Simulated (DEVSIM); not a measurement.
Device: Schottky contact on n-type Si, at 300 K.

Layer 1 from the left is Si, thickness (μm) 1.30, Nd (cm⁻³) 5.4e15, τn (s) 4.8e-5, τp (s) 4.8e-5.

Left contact: Schottky, work function 4.77 eV, emission velocity 8.9e6 cm/s. Right contact: ohmic. Voltage is applied to the left contact. Recombination: SRH at mid-gap, Auger. Mobility is μmin + (μ − μmin)/(1 + (N/Nref)^α).

This is a model device: material constants are rounded textbook-type values typed into the input, and sizes, dopings and lifetimes were drawn at random. Values at 300 K.

Si: gap (eV) 1.124, affinity (eV) 4.05, permittivity 11.7, Nc (cm⁻³) 2.86e19, Nv (cm⁻³) 3.1e19, μn (cm²/Vs) 1417, μp (cm²/Vs) 470, μn,min 52, μp,min 45, Nref,n 9.7e16, Nref,p 2.2e17, αn 0.68, αp 0.72, Cn (cm⁶/s) 2.8e-31, Cp (cm⁶/s) 9.9e-32.

Model (solved in DEVSIM): 1D drift-diffusion, Boltzmann statistics, complete ionisation; no tunnelling, impact ionisation, image-force lowering or self-heating. Metal contacts follow the ideal Schottky-Mott rule: no Fermi-level pinning, no interface dipoles.

Dark forward current:

```csv
|V| (V),|J| (A/cm²)
0.05,0.0001517
0.10,0.001183
0.15,0.008177
0.20,0.05537
0.25,0.3707
0.30,2.428
0.35,14.83
0.40,71.97
0.45,225.1
0.50,471.7
0.55,776.9
0.60,1116
0.65,1476
0.70,1850
0.75,2233
```

**Question.** Work out the local ideality factor n = ΔV / (kT/q · ln(J2/J1)) between the rows 0.15 and 0.20 V, 0.70 and 0.75 V.

**Answer.** kT/q = 25.85 mV. From 0.15 to 0.20 V: ln(0.05537/0.008177) = 1.913, n = 1.01, near the 1 of diffusion or emission over a barrier. From 0.70 to 0.75 V: ln(2233/1850) = 0.188, n = 10.28; the layers' resistance at their doping, Σ W/(qμN) = 0.00012 Ω cm², would take 46 mV of this step of 50 mV.

**Question.** Estimate the current at 0.20 V for emission alone, J0 = q v N_band exp(−φB/kT), and read the barrier back from the simulated current.

**Answer.** φB = 0.720 eV, N_band = 2.86e19 cm⁻³, J0 = 3.27e-5 A/cm²; J = J0 (exp(qV/kT) − 1) = 0.0748 A/cm². The simulation gives 0.0554 A/cm²; the estimate lies 35 % above. Read backwards, the simulated current gives an apparent barrier of 0.728 eV. The estimate leaves out transport through the depletion region and minority injection.
